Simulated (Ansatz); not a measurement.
Amorphous cells of 8 compositions: the gap between the highest filled and lowest empty level at the zone centre, by PBE and by a single point of HSE06 on the same geometry (PBE, scalar-relativistic without spin-orbit coupling (plane waves to 420 eV, PAW; Ansatz, an electronic-structure program); exact exchange cut at the cells' faces). The networks come from melt-quench runs on the CHGNet potential at compositions and starting densities chosen by hand, with anions pushed apart in the CHGNet dynamics, and DFT then relaxed them. The cells are small and were quenched far faster than real films, so single cells scatter. Defect or tail levels can set these gaps. The rows are the first to finish with both values and no moments.

```json
[
 {"cell": "A (Si20Hf4O48, 3.13 g/cm3)", "PBE gap x (eV)": "3.45", "HSE06 gap y (eV)": "5.13"},
 {"cell": "B (Si18Ba6O42, 3.09 g/cm3)", "PBE gap x (eV)": "3.75", "HSE06 gap y (eV)": "5.33"},
 {"cell": "C (Si21Ge3O47, 2.49 g/cm3)", "PBE gap x (eV)": "3.83", "HSE06 gap y (eV)": "5.25"},
 {"cell": "D (Si20Ti4O48, 2.31 g/cm3)", "PBE gap x (eV)": "3.95", "HSE06 gap y (eV)": "5.71"},
 {"cell": "E (Si21Ge3O48, 2.40 g/cm3)", "PBE gap x (eV)": "4.41", "HSE06 gap y (eV)": "6.33"},
 {"cell": "F (Si20Zr4O48, 2.80 g/cm3)", "PBE gap x (eV)": "4.46", "HSE06 gap y (eV)": "withheld"},
 {"cell": "G (Si20B4O46, 1.96 g/cm3)", "PBE gap x (eV)": "5.35", "HSE06 gap y (eV)": "7.17"},
 {"cell": "H (Si20O30F20, 1.96 g/cm3)", "PBE gap x (eV)": "5.61", "HSE06 gap y (eV)": "7.45"}
]
```

Task: Fit a straight line through the 7 full rows and predict the withheld value for F (Si20Zr4O48, 2.80 g/cm3).

Result: Means: x = 4.336, y = 6.053. Slope = Σ(Δx Δy) / Σ(Δx²) = 4.713 / 4.19 = 1.12; the r.m.s. residual is 0.126. Prediction: 6.053 + 1.12 × (4.46 − 4.336) = 6.19. The run gave 6.18, 0.01 below the line.
